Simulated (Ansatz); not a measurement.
Response to strain in hypothetical cubic perovskite NaZnCl3

The parent structure is NaZnCl3 in the cubic perovskite structure (space group Pm-3m, No. 221; a hypothetical phase, not in the database extracts checked).

```
NaZnCl3
1.0
    4.91316     0.00000     0.00000
    0.00000     4.91316     0.00000
    0.00000     0.00000     4.91316
Na Zn Cl
1 1 3
Direct
  0.00000   0.00000   0.00000
  0.50000   0.50000   0.50000
  0.00000   0.50000   0.50000
  0.50000   0.50000   0.00000
  0.50000   0.00000   0.50000
```

Cartesian axes are those of the cell as printed.

Strains are applied to the cell and any free atomic positions relax; under biaxial strain the out-of-plane vector relaxes too; under stress the whole cell relaxes.

Method: PBE (Ansatz, a first-principles code, PAW, no SOC).

Notes on the quantities. energy relative to the base: free energy F.

| change | volume per atom | energy relative to the base | space group | band gap | gap character |
|---|---|---|---|---|---|
| base | 23.72 Å³ | 0 meV/atom | Pm-3m (No. 221) | 1.58 eV | indirect, R → Γ |
| biaxial strain −1.98 %, plane normal [001], relaxed out of plane | 23.23 Å³ | +3.8 meV/atom | P4/mmm (No. 123) | 1.60 eV | indirect, A → Γ |
| isotropic strain +2.08 % | 25.23 Å³ | +9.8 meV/atom | Pm-3m (No. 221) | 1.37 eV | indirect, R → Γ |
| tensor shear ε_xy = −0.34 % | 23.72 Å³ | +0.1 meV/atom | Cmmm (No. 65) | 1.57 eV | indirect, T → Γ |
| uniaxial stress, 0.5 GPa tension along z | 23.84 Å³ | +0.5 meV/atom | P4/mmm (No. 123) | 1.54 eV | indirect, A → Γ |
| tensor shear ε_yz = −3.75 % | 23.69 Å³ | +6.6 meV/atom | Cmmm (No. 65) | 1.37 eV | indirect, T → Γ |
| tensor shear ε_yz = +3.58 % | 23.69 Å³ | +6.0 meV/atom | Cmmm (No. 65) | 1.38 eV | indirect, T → Γ |

Stability under load was not tested beyond the relaxation. Many cubic perovskites are stable only at high temperature; tilts and polar distortions were not tested. Labels are those of the standard path for the cell's own space group.
